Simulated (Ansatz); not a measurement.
# A computed series for CrCuO2: pressure series

The reference is CrCuO2 (space group R-3m, No. 166; a = 3.013 Å, c = 17.112 Å (hexagonal axes); ferromagnetic).

Cell and atoms are relaxed at each pressure.

Computed with PBE (Ansatz, a quantum-chemistry and plane-wave program; PAW; 420 eV plane waves; no spin-orbit coupling).

```
variant              density  smallest direct gap
----------------  ----------  -------------------
base              5.46 g/cm³              1.29 eV
pressure −2 GPa   5.39 g/cm³              1.30 eV
pressure −1 GPa   5.43 g/cm³              1.30 eV
pressure 0.3 GPa  5.48 g/cm³              1.29 eV
pressure 0.7 GPa  5.49 g/cm³              1.29 eV
pressure 1.5 GPa  5.52 g/cm³              1.29 eV
pressure 3 GPa    5.57 g/cm³              1.29 eV
pressure 5 GPa    5.64 g/cm³              1.29 eV
pressure 7.5 GPa  5.72 g/cm³              1.28 eV
pressure 10 GPa   5.80 g/cm³              1.28 eV
```

Load acts through the strain it causes; cell and atoms are relaxed under it. Whether these cells are dynamically stable was not tested. Competing high-pressure phases were not computed. No Hubbard U is applied and the magnetic state is the run's own (CrCuO2 ferromagnetic); other magnetic orders, which need larger cells, were not tried and can change the gap. A gap here joins edges of opposite spin (a spin-flip gap).
